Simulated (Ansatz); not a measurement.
Here is the system:

```
PtS2
1.0
    3.49405     0.00000     0.00000
   -1.74702     3.02593     0.00000
    0.00000     0.00000     4.54037
Pt S
1 2
Direct
  0.00000   0.00000   0.00000
  0.66667   0.33333   0.27362
  0.33333   0.66667   0.72638
```

No spin polarisation.

Level of theory: Ansatz (a program for electronic structure) PBE-D3(BJ), no spin-orbit coupling. Γ-centred 15×15×10 mesh, Fermi–Dirac width 0.05 eV.

### Question
Predict the pressure, band gap and space group.

### Answer
Pressure (mean of the normal stresses, compression positive): 7.5 GPa
Band gap: zero
Space group: P-3m1 (No. 164)

Spin-orbit coupling, missing from the scalar runs, can matter with Pt. The cells carry an imposed strain or load. No phonon test of stability was made. All final runs are without spin polarisation. The cell was made from PtS₂ in the CdI2 type structure (space group P-3m1, No. 164; layered, stacked along the Cartesian z axis) by this change: isotropic strain −2.50 %. A zero or small gap of PtS2 can be the functional's error rather than a property of the material.
